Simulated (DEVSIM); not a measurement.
Structure: abrupt GaAs p-n junction, at 300 K.

```csv
layer (left to right),material,thickness (μm),Nd (cm⁻³),Na (cm⁻³),τn (s),τp (s)
1,GaAs,0.230,-,2.6e17,5.2e-8,5.2e-8
2,GaAs,0.640,6.9e15,-,5.2e-8,5.2e-8
```

Left contact: ohmic. Right contact: ohmic. Voltage is applied to the left contact. Recombination: SRH at mid-gap, Auger. Mobility is μmin + (μ − μmin)/(1 + (N/Nref)^α).

The device is made up for the run: typed textbook-type constants, with dimensions and the other settings drawn at random. Values at 300 K.

```tsv
parameter	GaAs
gap (eV)	1.424
affinity (eV)	4.07
permittivity	12.9
Nc (cm⁻³)	4.7e17
Nv (cm⁻³)	9e18
μn (cm²/Vs)	8500
μp (cm²/Vs)	400
μn,min	500
μp,min	20
Nref,n	6e16
Nref,p	1.5e17
αn	0.39
αp	0.38
Cn (cm⁶/s)	1e-30
Cp (cm⁶/s)	1e-30
```

Simulated with DEVSIM: 1D drift-diffusion, Boltzmann statistics, complete ionisation; no tunnelling, impact ionisation, image-force lowering or self-heating.

**Question.** Give the dark forward current.

**Answer.** 
(V (V), J (A/cm²)): (0.05, 1.6e-11); (0.10, 5.7e-11); (0.15, 1.7e-10); (0.20, 4.6e-10); (0.25, 1.3e-9); (0.30, 3.4e-9); (0.35, 9.3e-9); (0.40, 2.6e-8); (0.45, 7.1e-8); (0.50, 2.0e-7); (0.55, 6.0e-7); (0.60, 2.0e-6); (0.65, 7.5e-6); (0.70, 3.5e-5); (0.75, 0.00019); (0.80, 0.0011); (0.85, 0.0072); (0.90, 0.047); (0.95, 0.31); (1.00, 2.0); (1.05, 13); (1.10, 81); (1.15, 440); (1.20, 2000)
